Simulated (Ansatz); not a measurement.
CsCl-type DyRh

Method: PBEsol (Ansatz, an electronic-structure program, plane waves, PAW).

Settings: plane-wave cutoff 520 eV, 16×16×16 k mesh, Fermi–Dirac smearing 0.05 eV, spin-polarised with parallel moments, scalar-relativistic PAW data made under PBE.

Cell (relaxed at this level):

```cif
data_DyRh
_chemical_formula_sum 'Dy1 Rh1'
_space_group_name_H-M_alt 'P 1'
_space_group_IT_number 1
_cell_length_a 3.35678
_cell_length_b 3.35678
_cell_length_c 3.35678
_cell_angle_alpha 90.000
_cell_angle_beta 90.000
_cell_angle_gamma 90.000
loop_
_space_group_symop_operation_xyz
  'x, y, z'
loop_
_atom_site_label
_atom_site_type_symbol
_atom_site_fract_x
_atom_site_fract_y
_atom_site_fract_z
_atom_site_occupancy
Dy1 Dy 0.00000 0.00000 0.00000 1
Rh1 Rh 0.50000 0.50000 0.50000 1
```
Starting moments (μB, in the order of the record's atoms Dy Rh): 5.0 0.0.

```
Property                Result
---------------  -------------
band gap         zero (no gap)
bulk modulus B0        117 GPa
```

Note: the magnetic order was assumed, not searched for or taken from measurement; the 4f shell is treated without U or exact exchange, so its levels and filling can be wrong; the bulk modulus is −V dP/dV from two relaxed cells at ±2 % in volume.

Spin–orbit coupling is not included.

The computed numbers hold no vibrational or temperature effects.
